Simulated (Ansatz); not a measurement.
Consider S (space group P3_221, No. 154; a cell from a computed database, its experimental status unchecked; made of chains).

S is modelled in the trigonal space group P3₂21 (No. 154), Pearson symbol hP9. Conventional cell: a = b = 7.5652 Å, c = 4.3648 Å, α = β = 90.00°, γ = 120.00°. S1 on 3b is coordinated by 2 S at 2.072 Å (bent). S2 on 6c has 2 S at 2.064 Å (bent). (Neighbours: up to the widest gap in distance over summed covalent radii, below 1.35, at either atom.)

The values are results of PBEsol in Ansatz (plane waves to 420 eV, PAW, no SOC), not measurements.

Before the change:

| Quantity | Value |
|---|---|
| Hole mass | 1.1 mₑ along c, 1.3 mₑ across (at H) |
| Band gap | 1.85 eV |
| Pressure | 0.00 GPa |

Now apply this change: an isotropic linear strain of −0.46 %; the atoms relax in the strained cell.

**Question.** Predict the new hole mass, band gap, pressure and energy relative to the base.

**Answer.** The hole mass becomes 1.0 mₑ along c, 1.3 mₑ across (at H) (base: 1.1 mₑ along c, 1.3 mₑ across (at H)); the band gap stays essentially unchanged (1.85 eV against 1.86 eV); the pressure (mean of the normal stresses, compression positive) goes from zero to 0.26 GPa; the energy is nearly the same.

Effective masses come from finite differences of ±0.01 Å⁻¹. Whether these cells are dynamically stable was not tested. No dispersion term is included in the PBEsol runs. This is not the structure that S has at room temperature and ambient pressure.

Ansatz is a quantum-chemistry and plane-wave program.
